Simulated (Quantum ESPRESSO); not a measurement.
A user runs Quantum ESPRESSO on Ti₂O₃ (Pnma, 20 atoms in the cell) and asks whether the run is sound. The aim is a self-consistent single point with DFT, PBEsol, plane waves, GBRV 1.5 ultrasoft (PBESOL) pseudopotentials.

Cell that was meant: a = 7.6630 Å, b = 2.7779 Å, c = 7.9724 Å, α = 90.00°, β = 90.00°, γ = 90.00°.

Part of the input:

```fortran
    mixing_beta = 0.3,
/
ATOMIC_SPECIES
Ti    47.8670  o_pbesol_v1.2.uspp.F.UPF
O     15.9990  ti_pbesol_v1.4.uspp.F.UPF
CELL_PARAMETERS {bohr}
  14.480890035     0.000000000     0.000000000
   0.000000000     5.249438076     0.000000000
   0.000000000     0.000000000    15.065643107
ATOMIC_POSITIONS {crystal}
Ti  0.030690000    0.250000000    0.684070000
Ti  0.969310000    0.750000000    0.315930000
Ti  0.469310000    0.750000000    0.184070000
Ti  0.530690000    0.250000000    0.815930000
Ti  0.196450000    0.250000000    0.019080000
Ti  0.803550000    0.750000000    0.980920000
Ti  0.303550000    0.750000000    0.519080000
Ti  0.696450000    0.250000000    0.480920000
O   0.942190000    0.250000000    0.124520000
O   0.057810000    0.750000000    0.875480000
O   0.557810000    0.750000000    0.624520000
O   0.442190000    0.250000000    0.375480000
O   0.121180000    0.250000000    0.447170000
O   0.878820000    0.750000000    0.552830000
O   0.378820000    0.750000000    0.947170000
O   0.621180000    0.250000000    0.052830000
O   0.793050000    0.250000000    0.809530000
O   0.206950000    0.750000000    0.190470000
O   0.706950000    0.750000000    0.309530000
O   0.293050000    0.250000000    0.690470000
K_POINTS {automatic}
3 8 3  0 0 0
```

Output (repeated stretches shortened):

```
     Message from routine setup:
     using ibrav=0 with symmetry is DISCOURAGED, use correct ibrav instead
     G-vector sticks info
   [... lines left out ...]
        k(    2) = (   0.0000000   0.0000000   0.3203954), wk =   0.0555556
        k(    3) = (   0.0000000   0.3448200   0.0000000), wk =   0.0555556
   [... 17 lines left out ...]

     Dense  grid:   154779 G-vectors     FFT dimensions: (  96,  36,  96)

     Smooth grid:    54697 G-vectors     FFT dimensions: (  72,  24,  72)

     Initial potential from superposition of free atoms

     starting charge     179.9995, renormalised to     192.0000

     negative rho (up, down):  1.268E-02 0.000E+00
     Self-consistent Calculation

     iteration #  1     ecut=    50.00 Ry     beta= 0.30

     Threshold (ethr) on eigenvalues was too large:
     Diagonalizing with lowered threshold

     negative rho (up, down):  1.181E-02 0.000E+00

     total energy              =   -1688.35472863 Ry
     estimated scf accuracy    <       2.08468446 Ry

     iteration #  2     ecut=    50.00 Ry     beta= 0.30

     negative rho (up, down):  1.040E-02 0.000E+00

     total energy              =   -1688.27345221 Ry
     estimated scf accuracy    <       0.48206570 Ry

     iteration #  3     ecut=    50.00 Ry     beta= 0.30

     negative rho (up, down):  9.717E-03 0.000E+00

     total energy              =   -1688.30872048 Ry
     estimated scf accuracy    <       0.50643346 Ry

   [... 11 blocks of this kind left out ...]

     iteration # 15     ecut=    50.00 Ry     beta= 0.30

     negative rho (up, down):  7.097E-03 0.000E+00

     total energy              =   -1688.37168607 Ry
     estimated scf accuracy    <          3.6E-09 Ry

     iteration # 16     ecut=    50.00 Ry     beta= 0.30

     negative rho (up, down):  7.097E-03 0.000E+00
     End of self-consistent calculation

     the Fermi energy is    21.7171 ev

!    total energy              =   -1688.37168607 Ry
     estimated scf accuracy    <          1.1E-10 Ry
     smearing contrib. (-TS)   =      -0.00007866 Ry
     internal energy E=F+TS    =   -1688.37160741 Ry

     convergence has been achieved in  16 iterations

     negative rho (up, down):  7.097E-03 0.000E+00

     Forces acting on atoms (cartesian axes, Ry/au):

     atom    1 type  1   force =    -0.00986409   -0.00000000    0.01543132
     atom    2 type  1   force =     0.00986409    0.00000000   -0.01543132
     atom    3 type  1   force =     0.00986409    0.00000000    0.01543132
     atom    4 type  1   force =    -0.00986409    0.00000000   -0.01543132
   [... lines left out ...]
     Total force =     0.372578     Total SCF correction =     0.000034
   [... lines left out ...]

     negative rho (up, down):  7.097E-03 0.000E+00
          total   stress  (Ry/bohr**3)                   (kbar)     P=      686.84
   0.00472875   0.00000000   0.00000000          695.62        0.00        0.00
   0.00000000   0.00381628   0.00000000            0.00      561.39        0.00
   0.00000000   0.00000000   0.00546203            0.00        0.00      803.49

   JOB DONE.
```

Is this run sound? If not, what is wrong?

The run is not sound. The fault is potential files assigned to the wrong elements. Each file describes one element; swapped files give the atoms the wrong cores and charges. To fix it, match the files to the elements. The run converged in 16 iterations without an error; against the sound input the pressure goes from 13.38 to 68.68 GPa and the largest force goes from 0.541 to 3.093 eV/Å.

On the sound input: the starting cell comes from a database of computed structures (which also holds hypothetical and non-ambient phases and stackings), without a prior relaxation at this level. Its lattice was rescaled by a random factor within 2.5 % of one. Spin polarisation is off, so a magnetic state, if there is one, cannot be reached. With a pressure of about 13 GPa the cell is away from its equilibrium volume at this level.
